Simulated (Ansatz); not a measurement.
# What biaxial strain +0.90 %, plane normal [001], relaxed out of plane does to SrCrO3

Take SrCrO₃ in the cubic perovskite structure (space group Pm-3m, No. 221; a = 3.789 Å; ferromagnetic; a cell from a computed database, its experimental status unchecked) as the base. Axes: x, y, z lie along the cube axes.

Modification: tensile biaxial strain of 0.90 % in the plane normal to [001], as in epitaxy on a mismatched substrate; the out-of-plane cell vector and the atoms relax.

Method: DFT with PBEsol, PAW potentials and a 420 eV plane-wave cutoff in Ansatz (a quantum-chemistry and plane-wave program), no SOC. Settings: 12×12×12 k-points, 0.05 eV Fermi–Dirac smearing.

The volume per atom goes up by 0.08 Å³, from 10.88 Å³ to 10.96 Å³ and the space group changes from Pm-3m (No. 221) to P4/mmm (No. 123). The shortest interatomic distance decreases by 0.019 Å to 1.875 Å and the energy grows by 1.0 meV/atom. The pressure (mean of the normal stresses, compression positive) goes from zero to -1.1 GPa and the band gap remains zero. The magnetic state remains ferromagnetic and the largest site moment is nearly the same (1.43 μB against 1.46 μB). The out-of-plane strain comes out as -1.02 % (rough) and the mean in-plane stress (compression positive) comes out as -1.7 GPa (rough).

Without a gap, meshes like the base's 12×12×12 leave anisotropic stresses uncertain by several tenths of a GPa, and small strain energies with them. No phonon test of stability was made. No Hubbard U is applied and the magnetic state is the run's own (SrCrO3 ferromagnetic); small cells can't hold the antiferromagnetic order that many such compounds have, so gaps and moments can be off. Many cubic perovskites are stable only at high temperature; tilts and polar distortions were not tested.
